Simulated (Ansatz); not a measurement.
# HfB2, pressure series

Base system: HfB2 (space group P6/mmm, No. 191).

```cif
data_B2Hf
_chemical_formula_sum 'Hf1 B2'
_space_group_name_H-M_alt 'P6/mmm'
_space_group_IT_number 191
_space_group_name_Hall '-P 6 2'
_cell_length_a 3.12792
_cell_length_b 3.12792
_cell_length_c 3.44537
_cell_angle_alpha 90.000
_cell_angle_beta 90.000
_cell_angle_gamma 120.000
loop_
_atom_site_label
_atom_site_type_symbol
_atom_site_symmetry_multiplicity
_atom_site_Wyckoff_symbol
_atom_site_fract_x
_atom_site_fract_y
_atom_site_fract_z
_atom_site_occupancy
Hf1 Hf 1 a 0.00000 0.00000 0.00000 1
B1 B 2 d 0.33333 0.66667 0.50000 1
```

Cell and atoms are relaxed at each pressure.

The values are results of PBEsol, PAW, 420 eV (Ansatz, an electronic-structure program; without spin-orbit coupling), not measurements.

```json
[
 {"P (GPa)": "-1.99", "V (Å³/atom)": "9.807"},
 {"P (GPa)": "-0.99", "V (Å³/atom)": "9.768"},
 {"P (GPa)": "0.30", "V (Å³/atom)": "9.720"},
 {"P (GPa)": "0.70", "V (Å³/atom)": "9.705"},
 {"P (GPa)": "1.49", "V (Å³/atom)": "9.676"},
 {"P (GPa)": "2.98", "V (Å³/atom)": "9.623"},
 {"P (GPa)": "5.00", "V (Å³/atom)": "9.553"},
 {"P (GPa)": "7.50", "V (Å³/atom)": "9.469"},
 {"P (GPa)": "10.00", "V (Å³/atom)": "9.389"}
]
```

Q: Fit a third-order Birch–Murnaghan equation of state.

A: Least squares on P(V) = (3B₀/2)[(V₀/V)^(7/3) − (V₀/V)^(5/3)]·[1 + (3/4)(B₀′ − 4)((V₀/V)^(2/3) − 1)] gives V₀ = 9.73 Å³/atom, B₀ = 261 GPa and B₀′ = 3.9.

Load acts through the strain it causes; cell and atoms are relaxed under it. Whether these cells are dynamically stable was not tested. No other phases were tried under pressure. All final runs are without spin polarisation.
